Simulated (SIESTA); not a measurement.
Worked example: relaxation of the atoms of Bi2S3 (Pnma, 20 atoms in the cell) in SIESTA.

Method: GGA PBEsol, numerical atomic orbitals DZP, PseudoDojo PBEsol standard norm-conserving potentials (rewritten from UPF to PSML) (SIESTA 5.4.2).

```
Bi2S3
1.0
   11.59359     0.00000     0.00000
    0.00000     3.99779     0.00000
    0.00000     0.00000    11.16062
Bi S
8 12
Cartesian
  0.20347   0.99945   3.64216
 11.39012   2.99834   7.51846
  5.59333   2.99834   9.22247
  6.00026   0.99945   1.93815
  1.81405   2.99834   0.36428
  9.77954   0.99945  10.79634
  3.98275   0.99945   5.94459
  7.61084   2.99834   5.21603
  5.23787   2.99834   4.14338
  6.35572   0.99945   7.01724
  0.55893   0.99945   9.72369
 11.03466   2.99834   1.43693
  1.40978   2.99834   4.95029
 10.18381   0.99945   6.21033
  4.38701   0.99945  10.53060
  7.20658   2.99834   0.63002
  8.23887   0.99945   3.44484
  3.35472   2.99834   7.71578
  9.15152   2.99834   9.02515
  2.44207   0.99945   2.13547
```

Reference input (self-consistent single point, DFT, GGA PBEsol, numerical atomic orbitals DZP, PseudoDojo PBEsol standard norm-conserving potentials (rewritten from UPF to PSML)): XC.functional = GGA; XC.authors = PBEsol; potentials = PseudoDojo PBEsol standard; PAO.BasisSize = DZP; PAO.EnergyShift = 0.005 Ry; MeshCutoff = 300 Ry; kgrid.MonkhorstPack = 2 5 2; OccupationFunction = MP; OccupationMPOrder = 0; ElectronicTemperature = 232.09 K; MaxSCFIterations = 150; SCF.Mixer.Method = Pulay. This run's input differs from it in these lines:

```diff
@@ -60,2 +60,5 @@
 Diag.ParallelOverK           true
+MD.TypeOfRun                 CG
+MD.Steps                     40
+MD.MaxForceTol               0.02 eV/Ang
 WriteForces                  true
```

The program printed (abridged):

```
        iscf     Eharris(eV)        E_KS(eV)     FreeEng(eV)     dDmax    Ef(eV) dHmax(eV)
   scf:    1   -21352.755578   -21368.717848   -21368.717848  0.795507 -3.618676  4.999908
   scf:    2   -21382.699760   -21377.219631   -21377.219631  0.092085 -4.627919  2.194813
   scf:    3   -21378.767708   -21378.297180   -21378.297180  0.061871 -3.629434  0.661015
   scf:    4   -21378.382831   -21378.345234   -21378.345234  0.014096 -3.770586  0.357385
   scf:    5   -21378.393377   -21378.372572   -21378.372572  0.015481 -3.952199  0.088519
   scf:    6   -21378.375031   -21378.374038   -21378.374038  0.004718 -4.005651  0.011639
   scf:    7   -21378.374261   -21378.374181   -21378.374181  0.000758 -4.005799  0.004984
   scf:    8   -21378.374212   -21378.374199   -21378.374199  0.000240 -4.006623  0.001697
   scf:    9   -21378.374213   -21378.374206   -21378.374206  0.000251 -4.006803  0.000535
   scf:   10   -21378.374208   -21378.374207   -21378.374207  0.000068 -4.006765  0.000265
SCF Convergence by DM+H criterion
max |DM_out - DM_in|         :     0.0000683675
max |H_out - H_in|      (eV) :     0.0002651106
SCF cycle converged after 10 iterations

Using DM_out to compute the final energy and forces

siesta: E_KS(eV) =           -21378.3742

siesta: E_KS - E_eggbox =    -21378.3742

siesta: Atomic forces (eV/Ang):
     1   -0.472555    0.000000   -0.135204
     2    0.472556    0.000000    0.135204
     3    0.472555   -0.000000   -0.135203
   [... 17 lines left out ...]
   Tot    0.000000    0.000000   -0.000000
   Max    0.472556
   Res    0.237149    sqrt( Sum f_i^2 / 3N )
   Max    0.472556    constrained

Stress tensor Voigt[x,y,z,yz,xz,xy] (kbar):        0.39       -0.35        7.50        0.00       -0.00       -0.00
(Free)E + p*V (eV/cell)   -21379.1852
Target enthalpy (eV/cell)   -21378.3742

   [... lines left out ...]
outcell: Cell volume (Ang**3)        :    517.2807
        iscf     Eharris(eV)        E_KS(eV)     FreeEng(eV)     dDmax    Ef(eV) dHmax(eV)
siesta: FreeEng =    -21378.549416
   [... lines left out ...]
siesta:     0.014265    0.000000   -0.000000
siesta:     0.000000    0.009938    0.000000
siesta:    -0.000000    0.000000    0.016303

siesta: Cell volume =        517.280654 Ang**3

siesta: Pressure (static):
siesta:                Solid            Molecule  Units
siesta:          -0.00014706         -0.00014586  Ry/Bohr**3
siesta:          -0.01350210         -0.01339243  eV/Ang**3
siesta:         -21.63274880        -21.45703826  kBar
```

The run converged. 

Summary of the result:
```
Property                                                  Result
------------------------------------------------  --------------
Free energy E − TS                                -21378.5494 eV
Top of the valence band (on the code's own zero)        -5.00 eV
Gap on the k-point mesh                                  1.33 eV
Pressure                                               -2.16 GPa
Largest force (vector length)                         0.016 eV/Å
Relaxation steps                                              10
```

The starting cell comes from a database of computed structures (which also holds hypothetical and non-ambient phases and stackings), without a prior relaxation at this level. Spin-orbit coupling is off. Values carry the incompleteness of an atom-centred basis.

Cost on one core of a shared machine: roughly 20 min.
